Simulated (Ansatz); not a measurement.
## Hypothetical CsCl type GaN: response to strain

Start from GaN in the CsCl type structure (space group Pm-3m, No. 221; a = 2.743 Å; a hypothetical phase, not in the database extracts checked; relaxed with 0.1 eV smearing). Axes: x, y, z lie along the cube axes.

Strains are applied to the cell and any free atomic positions relax.

Method: PBE/PAW in Ansatz (a quantum-chemistry and plane-wave program), spin-orbit coupling left out.

Candidates:
(a) uniaxial strain ε_zz = −3.18 %
(b) isotropic strain −2.83 %
(c) isotropic strain −1.33 %

Notes on the quantities. energy relative to the base: free energy F.

Order them by energy relative to the base, highest first.

(b) isotropic strain −2.83 % (+38 meV/atom), (a) uniaxial strain ε_zz = −3.18 % (+8.8 meV/atom), (c) isotropic strain −1.33 % (+7.9 meV/atom)

Stability against distortions was not tested. All final runs are without spin polarisation.
